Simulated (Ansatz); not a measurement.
# A computed series for V3Si: pressure series

Consider V3Si in the A15 (Cr3Si type) structure (space group Pm-3n, No. 223).

```
CELL_PARAMETERS angstrom
      4.70117     0.00000     0.00000
      0.00000     4.70117     0.00000
      0.00000     0.00000     4.70117
ATOMIC_POSITIONS crystal
  V  0.25000 0.00000 0.50000
  V  0.75000 0.00000 0.50000
  V  0.00000 0.50000 0.25000
  V  0.00000 0.50000 0.75000
  V  0.50000 0.25000 0.00000
  V  0.50000 0.75000 0.00000
  Si 0.00000 0.00000 0.00000
  Si 0.50000 0.50000 0.50000
```

Cell and atoms are relaxed at each pressure.

Method: PBE (Ansatz, a program for electronic structure, PAW, no spin-orbit coupling).

Notes on the quantities. enthalpy: H = E + PV relative to the base's energy.

```csv
change,density,shortest interatomic distance,enthalpy
base,5.78 g/cm³,2.351 Å,–
pressure −2 GPa,5.72 g/cm³,2.359 Å,-0.16 eV/atom
pressure −1 GPa,5.75 g/cm³,2.355 Å,-0.08 eV/atom
pressure 1.8 GPa,5.84 g/cm³,2.343 Å,+0.15 eV/atom
pressure 4.2 GPa,5.91 g/cm³,2.334 Å,+0.34 eV/atom
pressure 9 GPa,6.04 g/cm³,2.317 Å,+0.71 eV/atom
pressure 18 GPa,6.26 g/cm³,2.289 Å,+1.40 eV/atom
pressure 30 GPa,6.54 g/cm³,2.257 Å,+2.28 eV/atom
pressure 45 GPa,6.84 g/cm³,2.223 Å,+3.33 eV/atom
pressure 60 GPa,…,…,+4.34 eV/atom
```

**Question.** What belongs in the blanks?

**Answer.** 
- pressure 60 GPa, density: 7.11 g/cm³
- pressure 60 GPa, shortest interatomic distance: 2.194 Å

Load acts through the strain it causes; cell and atoms are relaxed under it. Stability against distortions was not tested. Competing high-pressure phases were not computed. Seeded moments were not kept for the base. All final runs are without spin polarisation.
